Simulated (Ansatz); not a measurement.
Input and output of a self-consistent single point for YAl₂ (R3m, 6 atoms in the cell) (Ansatz, a first-principles code).

Computed with PBEsol, default PAW files made with PBE (plane waves; Ansatz).

```yaml
crystal:
  lattice:
    - [0.00000, 3.91266, 3.91266]
    - [3.91266, 0.00000, 3.91266]
    - [3.91266, 3.91266, 0.00000]
  atoms:
    - { symbol: Y, position: [0.75369, 0.75369, 0.75369] }
    - { symbol: Y, position: [0.50000, 0.50000, 0.50000] }
    - { symbol: Al, position: [0.12500, 0.62500, 0.12500] }
    - { symbol: Al, position: [0.12500, 0.12500, 0.12500] }
    - { symbol: Al, position: [0.62500, 0.12500, 0.12500] }
    - { symbol: Al, position: [0.12500, 0.12500, 0.62500] }
```

Reference input (self-consistent single point, DFT, PBEsol, plane waves, default PAW files made with PBE): basis.ecutwfc = 420 eV; kpoints.mp_grid.grid = 7 7 7; hamiltonian.xc = pbesol; hamiltonian.pseudopotentials = {kind: paw} (the program's default PAW files); scf.occupations.method = fermi_dirac; scf.occupations.width = 0.1 eV. This run's input differs from it in these lines:

Ansatz 0.2 input:
```diff
@@ -15,3 +15,3 @@
 kpoints:
-  mp_grid: { grid: [7, 7, 7] }
+  mp_grid: { grid: [8, 8, 8] }
 hamiltonian:
@@ -20,3 +20,3 @@
 scf:
-  occupations: { method: fermi_dirac, width: 0.1 }
+  occupations: { method: fermi_dirac, width: 0.02 }
 output:
```

Log, with long lists cut:

```
SCF iter   1: F=—  HF=-9691.626258 eV  |F-HF|=—  |Δ(HF+E_count)|=         —  Δρ=2.38e-3  dr2=7.89e-3  ethr=1.77e-3  ⟨swp⟩=6.4  Hψ=7763  notcnv=0
all-band conjugate gradients solve this SCF's bands
preconditioner: auto → Kerker (q_TF=auto, 2.212 Å⁻¹)
SCF iter   2: F=—  HF=-9691.625773 eV  |F-HF|=—  |Δ(HF+E_count)|=   4.85e-4  Δρ=1.39e-3  dr2=2.42e-3  ethr=2.32e-5  ⟨swp⟩=1.5  Hψ=2142  notcnv=0  defer=29
   [... lines left out ...]
SCF iter   4: F=—  HF=-9691.625597 eV  |F-HF|=—  |Δ(HF+E_count)|=   2.11e-5  Δρ=3.79e-5  dr2=8.30e-7  ethr=1.96e-7  ⟨swp⟩=2.1  Hψ=1771  notcnv=0  defer=29
iter 5 did not close the SCF: its close was put off for the readings that it lacked (scf_convergence_deferred on its scf_iter line)
SCF iter   5: F=-9691.625597 eV  HF=-9691.625597 eV  |F-HF|=1.77e-9  |Δ(HF+E_count)|=   5.23e-8  Δρ=4.29e-6  dr2=1.91e-8  ethr=2.44e-9  ⟨swp⟩=2.7  Hψ=2534  notcnv=0  defer=29
SCF iter   6: F=-9691.625597 eV  HF=-9691.625597 eV  |F-HF|=3.33e-10  |Δ(HF+E_count)|=   1.44e-9  Δρ=7.37e-7  dr2=7.72e-10  ethr=5.62e-11  ⟨swp⟩=5.7  Hψ=5298  notcnv=0
SCF 1 converged in 6 iterations: F = -9691.625597 eV  dr2 = 7.72e-10
Free energy (F): -9691.625597 eV
Internal energy: -9691.617822 eV  (E = F + TS)
E sigma→0 (E₀):  -9691.621710 eV
Entropy (-TS):   -0.007775 eV (-1.296 meV/atom)
Fermi energy:    9.312861 eV
--- Forces (eV/Å), atoms counted from 1 ---
  atom   1  Y     -0.17646125    -0.17646125    -0.17646125
  atom   2  Y      0.05523100     0.05523100     0.05523100
  atom   3  Al     0.03022714     0.04325783     0.03022714
  atom   4  Al     0.01751901     0.01751901     0.01751901
  atom   5  Al     0.04325783     0.03022714     0.03022714
  atom   6  Al     0.03022714     0.03022714     0.04325783
--- Stress (GPa, compression-positive) ---
       -0.535661      -0.082363      -0.082363
       -0.082363      -0.535661      -0.082363
       -0.082363      -0.082363      -0.535661
  P = ⅓ Tr σ = -0.5357 GPa (-5.357 kbar)
  The stress holds the Pulay correction. Without it, at fixed plane waves, as pw.x and ABINIT print it: P = -0.5711 GPa
```

The run converged in 6 iterations. Against the reference run the free energy goes up by 10.7 meV/atom, the pressure stays at -0.54 GPa and the largest force moves little (0.299 to 0.306 eV/Å).

The starting cell comes from a database of computed structures (which also holds hypothetical and non-ambient phases and stackings), without a prior relaxation at this level. Its lattice was rescaled by up to half a per cent. One atom was moved a little off its site on purpose. Ansatz's pressure includes its estimate of the finite-basis (Pulay) stress.
